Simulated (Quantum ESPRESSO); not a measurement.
# Zone-centre phonon calculation of La (P6_3/mmc, 2 atoms in the cell) at several settings

```
La
1.0
    3.77073     0.00000     0.00000
   -1.88536     3.26555     0.00000
    0.00000     0.00000     6.12214
La
2
Cartesian
  0.00000   2.17703   1.53053
  1.88537   1.08851   4.59160
```

Base: LDA (PZ), GBRV 1.5 ultrasoft (LDA) pseudopotentials run with Quantum ESPRESSO. Its settings: ecutwfc = 40 Ry; ecutrho = 200 Ry; occupations = smearing; smearing = cold; degauss = 0.019992 Ry; potentials = {La: la_lda_v1.uspp.F.UPF}; K_POINTS = automatic 10 10 6 1 1 1; conv_thr = 1e-10 Ry. Starting volume 37.69 Å³ per atom.

Each line gives the change from the base single point and the result:

- ecutwfc: 40 Ry → 28 Ry; ecutrho: 200 Ry → 140 Ry; ph.x.tr2_ph: default → 1e-14; ph.x.fildyn: default → dyn.G; dynmat.x.fildyn: default → dyn.G; dynmat.x.asr: default → crystal: pressure -3.19 GPa; zone-centre frequencies (cm⁻¹; negative means imaginary) 0, 0, 0, 24, 24, 61.
- K_POINTS: automatic 10 10 6 1 1 1 → automatic 8 8 5 1 1 1; ph.x.tr2_ph: default → 1e-14; ph.x.fildyn: default → dyn.G; dynmat.x.fildyn: default → dyn.G; dynmat.x.asr: default → crystal: pressure -3.30 GPa; zone-centre frequencies (cm⁻¹; negative means imaginary) 0, 0, 0, 40, 40, 63.
- ph.x.tr2_ph: default → 1e-14; ph.x.fildyn: default → dyn.G; dynmat.x.fildyn: default → dyn.G; dynmat.x.asr: default → crystal: zone-centre frequencies (cm⁻¹; negative means imaginary) 0, 0, 0, 24, 24, 62.

The starting cell was generated: these elements placed on a structure prototype, without a prior relaxation; it need not be a known phase or ordering of this composition. Its lattice was rescaled by a random factor within 2.5 % of one. In the base run, with a pressure of about -3 GPa the cell is away from its equilibrium volume at this level.

Frequencies and response belong to this unrelaxed cell, and polar modes hold no LO-TO splitting.
